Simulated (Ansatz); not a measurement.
Consider CsCaH₃ in the cubic perovskite structure (space group Pm-3m, No. 221; a = 4.541 Å; a cell from a computed database, its experimental status unchecked). Axes: x, y, z lie along the cube axes.

Modification: uniaxial stress, 3 GPa compression along z, with the cell and atoms free to relax against it.

Levels (all Ansatz, a first-principles code, PAW): PBEsol (420 eV, no SOC); r2SCAN (500 eV, no spin-orbit coupling); HSE06 (420 eV, scalar-relativistic without spin-orbit coupling).

At the geometry relaxed with PBEsol, these levels gave the following band gaps, in shuffled order: (a) 3.48 eV, (b) 4.14 eV, (c) 2.77 eV.

Question: Match each gap to its level.

Answer: (a) r2SCAN; (b) HSE06; (c) PBEsol.

Single points use the geometry relaxed with PBEsol. HSE06 was sampled on its mesh, a few special points and the semilocal edge points, so its gap is an upper bound. Load acts through the strain it causes; cell and atoms are relaxed under it. Beyond what the load breaks, stability against distortions was not tested. Many cubic perovskites are stable only at high temperature; tilts and polar distortions were not tested.
